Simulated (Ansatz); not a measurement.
System: fcc Yb. Method: PBEsol (plane waves, PAW; Ansatz, a program for electronic structure).

Settings: plane-wave cutoff 520 eV, 20×20×20 k mesh, Fermi–Dirac smearing 0.026 eV (set by the program), no spin polarisation, scalar-relativistic PAW data made under PBE.

The cell has the measured lattice: a = 5.4846 Å, b = 5.4846 Å, c = 5.4846 Å, α = 90.00°, β = 90.00°, γ = 90.00°.

Problem. What does this level give for the elastic constant C12, Voigt–Reuss–Hill shear modulus (Hill average), elastic constant C44, Voigt–Reuss–Hill bulk modulus and elastic constant C11?

Solution. 
- elastic constant C12 = 5.05 GPa
- Voigt–Reuss–Hill shear modulus (Hill average) = 8.35 GPa
- elastic constant C44 = 13.4 GPa
- Voigt–Reuss–Hill bulk modulus = 7.78 GPa
- elastic constant C11 = 13.3 GPa

Note: the cell isn't this level's own, so it is under some stress, which shifts stiffness and frequencies.

Elastic constants are with the ions relaxed.

Spin–orbit coupling is not included.

Static lattice: no zero-point or thermal effects.

The result took very roughly 4 core-minutes.
